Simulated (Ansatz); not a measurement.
Cohesive energy of Bi (model structure, Fm-3m, No. 225, 1 atom in the cell) at several levels of theory

No measured value is used here.

Problem. Put these levels in order of the cohesive energy that they give for Bi (model structure, Fm-3m, No. 225, 1 atom in the cell), smallest first: LDA (Ansatz, a program for electronic structure), PBE (Ansatz), PBEsol (Ansatz), r²SCAN (Ansatz).

Solution. r²SCAN (1.98 eV/atom), PBE (2.35 eV/atom), PBEsol (2.77 eV/atom), LDA (3.32 eV/atom)

Unless a cell is named, each level is at its own relaxed cell (LDA 29.51, PBE 31.76, PBEsol 30.20, r²SCAN 31.34 Å³/atom).

Free atoms are spin-polarised, in the lowest state found; at levels without +SOC their spin–orbit coupling is left out.  Density-functional levels without +SOC have no spin–orbit coupling, which shifts binding energies of heavy elements. Each level is taken at its own relaxed cell. Cutoffs differ between the levels. Ansatz's density-functional and Hartree–Fock values are scalar-relativistic unless marked +SOC, with PAW data made under PBE.

A model structure was made by putting elements into a prototype or built by hand; it is no filed structure, need not be a known phase, and can be a saddle point held by its symmetry.
